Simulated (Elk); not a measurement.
Band structure of As (R-3m, 2 atoms in the cell).

```
As
1.0
    1.87741     1.08392     3.70434
   -1.87741     1.08392     3.70434
    0.00000    -2.16785     3.70434
As
2
Direct
  0.22443   0.22443   0.22443
  0.77557   0.77557   0.77557
```

Computed with PBE, all-electron FP-LAPW, Elk's shipped species files, APW+lo basis with extra local orbitals run with Elk.

Settings: xctype = 20; rgkmax = 7.5; swidth = 0.00367493 Ha; ngridk = 11 11 11; gmaxvr = 14 1/bohr; nxlo = 2; lorbcnd = true; rmtscf = 0.93; lmaxi = 3; maxscl = 100.

The starting cell comes from a database of computed structures (which also holds hypothetical and non-ambient phases and stackings), without a prior relaxation at this level. Values depend on the basis (sphere radii, cutoffs, local orbitals), which need not be converged.

Levels in eV from the Fermi level, bands 12 to 19:
```
point      12     13     14     15    16    17    18    19
-----  ------  -----  -----  -----  ----  ----  ----  ----
B      -10.67  -5.78  -5.11  -1.77  1.18  4.83  5.17  6.46
Z       -9.82  -1.76  -1.76  -0.57  0.98  0.98  1.71  7.62
Γ       -6.34  -2.77  -1.97  -1.97  1.32  2.61  2.61  7.11
X      -10.92  -5.99  -3.59  -3.53  2.59  3.06  5.58  5.78
```

Bands cross the Fermi level along this path, so the cell is metallic at this level.
